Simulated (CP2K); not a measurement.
## Convergence study of the k-point mesh for CsPbBr3 (P4mm, 5 atoms in the cell)

```yaml
crystal:
  lattice:
    - [5.84065, 0.00000, 0.00000]
    - [0.00000, 5.84065, 0.00000]
    - [0.00000, 0.00000, 5.84065]
  atoms:
    - { symbol: Cs, position: [0.00000, 0.00000, 0.00856] }
    - { symbol: Pb, position: [0.50000, 0.50000, 0.50000] }
    - { symbol: Br, position: [0.50000, 0.00000, 0.50000] }
    - { symbol: Br, position: [0.00000, 0.50000, 0.50000] }
    - { symbol: Br, position: [0.50000, 0.50000, 0.00000] }
```

Level of theory: CP2K with LDA (Pade form), GPW, DZVP-MOLOPT-SR-GTH basis, GTH-PADE potentials (GTH_POTENTIALS).

Base settings: CUTOFF = 500 Ry; REL_CUTOFF = 50 Ry; SMEAR/METHOD = FERMI_DIRAC; ELECTRONIC_TEMPERATURE = 116.05 K; KPOINTS/SCHEME = MONKHORST-PACK 2 2 2; GAMMA_CENTERED = T; XC_FUNCTIONAL = PADE; Cs/BASIS_SET = DZVP-MOLOPT-SR-GTH; Cs/POTENTIAL = GTH-PADE-q9; Pb/BASIS_SET = DZVP-MOLOPT-SR-GTH.

Moved along: GAMMA_CENTERED.

The second cell is the first with its lattice scaled by 0.98.

Only quantities that move along the ladder and can be compared are tabulated.

The starting cell has typed, rounded lattice constants, without a prior relaxation at this level. Its lattice was rescaled by up to half a per cent. One atom was moved a little off its site on purpose. Values carry the incompleteness of an atom-centred basis.

```tsv
KPOINTS/SCHEME	free energy less the last step's (meV/atom)	energy of the compressed cell less the first (meV/atom)	pressure (GPa)	largest difference of a force vector from the last step's (eV/Å)
default	-624.36	-31.65	-2.85	0.059
MONKHORST-PACK 2 2 2	154.23	19.38	0.48	0.003
MONKHORST-PACK 3 3 3	-27.43	-9.19	-1.28	0.000
MONKHORST-PACK 4 4 4	8.54	-1.74	-0.83	0.000
MONKHORST-PACK 5 5 5	-2.40	-4.81	-1.00	0.000
MONKHORST-PACK 6 6 6	0.89	-3.64	-0.94	0.000
MONKHORST-PACK 7 7 7	-0.30	-4.16	-0.97	0.000
MONKHORST-PACK 8 8 8	0.12	-3.94	-0.95	0.000
MONKHORST-PACK 9 9 9	-0.05	-4.04	-0.96	0.000
MONKHORST-PACK 10 10 10	0.02	-4.00	-0.96	0.000
MONKHORST-PACK 11 11 11	-0.01	-4.02	-0.96	0.000
MONKHORST-PACK 12 12 12	0.00	-4.01	-0.96	0.000
```

Coarsest KPOINTS/SCHEME that holds the forces within 0.005 eV/Å of the last step, with all finer ones: MONKHORST-PACK 2 2 2; the step before is off by 0.059 eV/Å.

Coarsest KPOINTS/SCHEME that holds the energy of the compressed cell less the first within 2 meV/atom of the last step, with all finer ones: MONKHORST-PACK 5 5 5; the step before is off by 2.3 meV/atom.

Coarsest KPOINTS/SCHEME that holds the free energy within 5 meV/atom of the last step, with all finer ones: MONKHORST-PACK 5 5 5; the step before is off by 8.5 meV/atom.

The energy difference between the two cells stays within 1 meV/atom of the last step's from MONKHORST-PACK 5 5 5 on, the total only from MONKHORST-PACK 6 6 6 on: much of the error is common to both cells and cancels.
